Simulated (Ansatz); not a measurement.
Base system: GaCuSe$_{2}$ in the chalcopyrite structure (space group I-42d, No. 122; a = 5.608 Å, c = 11.098 Å).

Level of theory: Ansatz (a first-principles code), r2SCAN, PAW, cutoff 500 eV, no SOC.

Carriers are added at fixed cell with a uniform background; the Fermi–Dirac width is that of 300 K.

One change was made to it. Results:

```tsv
quantity	base	after
Fermi level relative to the doped band's edge (positive inside the band; to 0.05 eV)	–	+1.40 eV
largest internal atomic displacement	–	0.067 Å
gap character	direct at Γ	direct at Γ
```

Task: Which change produced these results?
A. holes 1.0×10^22 cm⁻³
B. electrons 2.0×10^21 cm⁻³
C. electrons 7.0×10^21 cm⁻³
D. electrons 1.0×10^22 cm⁻³
E. holes 5.0×10^21 cm⁻³

Result: C, electrons 7.0×10^21 cm⁻³. For comparison, the largest internal atomic displacement in the other runs: holes 1.0×10^22 cm⁻³ gives 0.036 Å; holes 5.0×10^21 cm⁻³ gives 0.020 Å; electrons 1.0×10^22 cm⁻³ gives 0.102 Å; electrons 2.0×10^21 cm⁻³ gives 0.017 Å.

Carriers are added with a uniform compensating background; total energy and stress of such cells depend on the potential's zero and are not compared; many-body gap narrowing is missing at this level. Whether these cells are dynamically stable was not tested. All final runs are without spin polarisation.
